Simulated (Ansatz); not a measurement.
The reference is Mn3SiN in the anti-perovskite structure (space group Pm-3m, No. 221; ferromagnetic; a hypothetical phase, not in the database extracts checked).

```xyz
5
Lattice="3.7191 0.0000 0.0000 0.0000 3.7191 0.0000 0.0000 0.0000 3.7191" Properties=species:S:1:pos:R:3 pbc="T T T"
Mn     0.0000     1.8596     1.8596
Mn     1.8596     0.0000     1.8596
Mn     1.8596     1.8596     0.0000
Si     0.0000     0.0000     0.0000
N      1.8596     1.8596     1.8596
```

The values are results of plane-wave PAW DFT at the PBE level (Ansatz, a quantum-chemistry and plane-wave program, 420 eV), spin-orbit coupling left out, not measurements.

Before the change:

| Property | Value |
|---|---|
| Volume per atom | 10.29 Å³ |
| Magnetic state | ferromagnetic |

Now apply this change: cell and atoms relaxed at a pressure of 3 GPa.

Problem. Estimate the effect on the volume per atom and magnetic state.

Solution. The volume per atom drops by 0.12 Å³ (10.29 Å³ → 10.17 Å³); the magnetic state is still ferromagnetic.

The magnetic state is the one reached from the starting moments; the real material's order can differ, and small cells can't hold many antiferromagnetic ones. Load acts through the strain it causes; cell and atoms are relaxed under it. Whether these cells are dynamically stable was not tested.
